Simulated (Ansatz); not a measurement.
## Carrier properties of SrO under load (space group Fm-3m)

Given:

```xyz
2
Lattice="0.0000 2.4829 2.4829 2.4829 0.0000 2.4829 2.4829 2.4829 0.0000" Properties=species:S:1:pos:R:3 pbc="T T T"
Sr     0.0000     0.0000     0.0000
O      2.4829     2.4829     2.4829
```

Computed with r2SCAN, rigid bands (plane waves, PAW, scalar-relativistic; Ansatz, a first-principles code). Condition of this run: hydrostatic pressure of 10.8 GPa (compression positive) (the target of the relaxation). Geometry: cell and atoms relaxed with PBEsol, then loaded as said.

- band gap = 3.70 eV
- electron conductivity mass (300 K, dilute) = 0.49 mₑ
- hole conductivity mass (300 K, dilute) = 1.24 mₑ
- effective density of states N_c (300 K) = 3.1e19 cm⁻³
- effective density of states N_v (300 K) = 5.0e20 cm⁻³
- density-of-states mass, electrons = 1.15 mₑ
- density-of-states mass, holes = 7.4 mₑ
- Seebeck coefficient, n-type 1e19 cm⁻³, 300 K = -314 μV/K
- best n-type power factor at 300 K for τ = 10 fs (best axis; densities from 1e16 to 1e21 cm⁻³ tried, whether or not they can be reached) = 10.6 μW/(cm·K²) at 1e20 cm⁻³
- Seebeck coefficient, p-type 1e19 cm⁻³, 300 K = 574 μV/K

Rigid bands; masses and Seebeck coefficients take one relaxation time τ for all states and one kind of carrier; polarons and phonon drag are left out. Spin-orbit coupling is left out; where it splits the top of the valence band, N_v and the p-type Seebeck coefficient come out somewhat high without it. Geometry: cell and atoms relaxed with PBEsol.
